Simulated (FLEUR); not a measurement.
Band structure of SrGe₂Ir₂ (I4/mmm, 5 atoms in the cell).

```
CELL_PARAMETERS angstrom
     -2.10214     2.10214     5.40077
      2.10214    -2.10214     5.40077
      2.10214     2.10214    -5.40077
ATOMIC_POSITIONS crystal
  Sr 0.00000 0.00000 0.00000
  Ge 0.36871 0.36871 0.00000
  Ge 0.63129 0.63129 0.00000
  Ir 0.25000 0.75000 0.50000
  Ir 0.75000 0.25000 0.50000
```

Method: FLEUR with PBEsol, all-electron FLAPW (FLEUR), scalar-relativistic valence.

Settings: Kmax = 3.8 1/bohr; GmaxXC = 11.4 1/bohr; xcFunctional = PBEs; jspins = 1; l_soc = F; mode = hist; fermiSmearingEnergy = 0.00499791 Htr; mesh (inpgen div1-3) = 7 7 7; inpgen gamma flag = false; Gmax = 11.4 1/bohr; numbands = 0; maxIterBroyd = 15; imix = Anderson; alpha = 0.05.

The starting cell comes from a database of computed structures (which also holds hypothetical and non-ambient phases and stackings), without a prior relaxation at this level. Spin-orbit coupling is off. Spin polarisation is off. Values depend on the basis (sphere radii, cutoffs, local orbitals), which need not be converged.

Levels in eV from the Fermi level, bands 31 to 38:
| point | 31 | 32 | 33 | 34 | 35 | 36 | 37 | 38 |
|---|---|---|---|---|---|---|---|---|
| Γ | -1.56 | -0.96 | -0.58 | -0.58 | 0.43 | 0.74 | 3.06 | 3.06 |
| X | -2.74 | -1.44 | -1.40 | -1.07 | -0.98 | 0.79 | 0.92 | 1.85 |
| Y | -2.83 | -1.85 | -1.46 | -0.85 | -0.40 | 0.77 | 0.80 | 2.12 |
| S | -2.50 | -2.39 | -2.24 | 0.41 | 0.58 | 1.12 | 3.26 | 3.42 |
| Z | -0.95 | -0.28 | -0.28 | 0.42 | 0.56 | 1.70 | 2.19 | 4.26 |
| S1 | -2.50 | -2.39 | -2.24 | 0.41 | 0.58 | 1.12 | 3.26 | 3.42 |
| N | -2.60 | -2.57 | -1.92 | -0.92 | 1.07 | 1.99 | 2.19 | 3.58 |
| P | -2.61 | -1.43 | -1.42 | -1.04 | -1.04 | 0.87 | 0.87 | 1.77 |
| Y1 | -2.83 | -1.85 | -1.46 | -0.85 | -0.40 | 0.77 | 0.80 | 2.12 |
